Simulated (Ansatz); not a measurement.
Levels about the gap of amorphous Bi20Se30 (50 atoms in a cell of 1498 Å³, 7.26 g/cm³; zone centre alone, so wide bands show as single levels with stretches between that a denser mesh fills), at the geometry that PBE-D3(BJ) relaxed, where it gives 0.1 GPa on a denser mesh. The participation number counts the atoms over which a state spreads; weights are charges in smoothed Voronoi cells. The levels come from a single point, so bond lengths are those of that geometry. Method of the levels: PBE-D3(BJ), scalar-relativistic without spin-orbit coupling, PAW (Ansatz default set, large-core Se) (Ansatz, a program for electronic structure). Sampling: the zone centre alone; Fermi-Dirac width 0.05 eV; no spin polarisation.

A CHGNet melt-quench gave the starting glass, which DFT then relaxed. The hot cell started wider than the set density and was brought back towards it in steps. It is the lowest in DFT energy of 3 quenches. It is a model cell: composition and starting density were chosen by hand, and all elements were melted together. The geometry includes D3(BJ) dispersion. Its density started from a set value of 6.97 and ended at 7.26 g/cm³. Cooling (nominally 79 K/ps over its main leg) ran many orders faster than in experiment, which tends to leave more defects and strain. One small periodic cell is one sample of the glass; other quenches scatter about these values. Volume and shape were free in the relaxation. On a 2×2×2 Γ-centred mesh force components of up to 0.14 eV/Å stay, since the relaxation ran on one k-point at (1/4, 1/4, 1/4). Cycles of charging lowered its energy after that relaxation.

| E - E(highest filled), eV | filling | participation number | largest on | weight Se | weight Bi |
|---|---|---|---|---|---|
| -0.45 | filled | 22.4 | Se, 5 neighbours | 0.83 | 0.17 |
| -0.40 | filled | 19.2 | Se, 3 neighbours | 0.87 | 0.13 |
| -0.33 | filled | 22.6 | Se, 3 neighbours | 0.87 | 0.13 |
| -0.27 | filled | 24.0 | Se, 3 neighbours | 0.85 | 0.15 |
| -0.19 | filled | 24.1 | Se, 3 neighbours | 0.85 | 0.15 |
| -0.17 | filled | 21.8 | Se, 5 neighbours | 0.82 | 0.18 |
| 0.00 | filled | 18.3 | Se, 4 neighbours | 0.84 | 0.16 |
| 0.86 | empty | 26.9 | Bi, 5 neighbours | 0.42 | 0.58 |
| 1.10 | empty | 34.6 | Bi, 5 neighbours | 0.46 | 0.54 |
| 1.11 | empty | 29.3 | Bi, 6 neighbours | 0.44 | 0.56 |
| 1.26 | empty | 37.5 | Bi, 6 neighbours | 0.47 | 0.53 |
| 1.33 | empty | 31.2 | Bi, 6 neighbours | 0.47 | 0.53 |
| 1.39 | empty | 33.0 | Bi, 5 neighbours | 0.50 | 0.50 |
| 1.46 | empty | 33.4 | Bi, 6 neighbours | 0.48 | 0.52 |

Most localised among these is the filled level at +0.00 eV, on a Se atom, which has 4 neighbours (Bi 2.75 Å, Bi 2.86 Å, Bi 2.98 Å, Bi 3.11 Å).
